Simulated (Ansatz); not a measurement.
**HfO2: stress against strain**

HfO2 (fluorite, Fm-3m, 10.693 Å³/atom at rest, cube axes along x, y and z) under a strain ε along a cube axis (axis z), the other axes held. PBEsol in Ansatz, a plane-wave DFT program (PAW, default set), 420 eV, 11×11×11 Γ-centred mesh, Fermi-Dirac smearing 0.05 eV; ions are relaxed within the symmetry of each cell. Stress is positive for a compressed cell.

Here s stands for strain and y for stress zz.

| strain (%) | stress zz (GPa) |
|---|---|
| -1.50 | 8.93 |
| -1.00 | 5.89 |
| -0.50 | 2.91 |
| 0.00 | 0.00 |
| 0.50 | -2.85 |
| 1.00 | -5.63 |
| 1.50 | -8.37 |
| 3.00 | ? |

The 7 complete rows are fitted with a straight line, y against s. Means: s 0, y 0.126. About the means, the sum of products is -40.350 and the sum of squares of s is 7.0000; the slope is their ratio. Least squares gives y = 0.126 - 5.7643·s. Residuals (row less fit): 0.158, 0.000, -0.098, -0.126, -0.094, 0.008, 0.150; standard error 0.128 (degrees of freedom: 5). The slope gives the elastic constant C11 = 576 ± 5 GPa.

Problem. What does the fit predict for y at s = 3.00, and how far is the calculated value from it?

Solution. y = 0.126 - 5.7643 × 3.0 = -17.167 GPa. The calculation gives -16.22 GPa, 0.947 GPa above the prediction (3.8 % of the range of y in the table). The row lies outside the fitted rows, so this is an extrapolation. From the scatter of the fitted rows alone, a prediction at this place has a standard error of 0.199 GPa, so the miss is 4.8 times that.

One order more, fitted to all 13 runs of the series, follows each within 0.02, so the miss is the next term of a smooth law. The primitive cell can neither tilt nor turn polar against its symmetry, as such crystals can under strain. HfO2 is here the high-temperature cubic form, which is unstable at 0 K; the monoclinic form is the stable one. Rows are the converged runs of the series near zero and its far end; series whose fitted rows scatter by over a few per cent of the range, as at a crossing or softening among them, aren't shown in this form. Most that stay on the fit to the last digits aren't either.
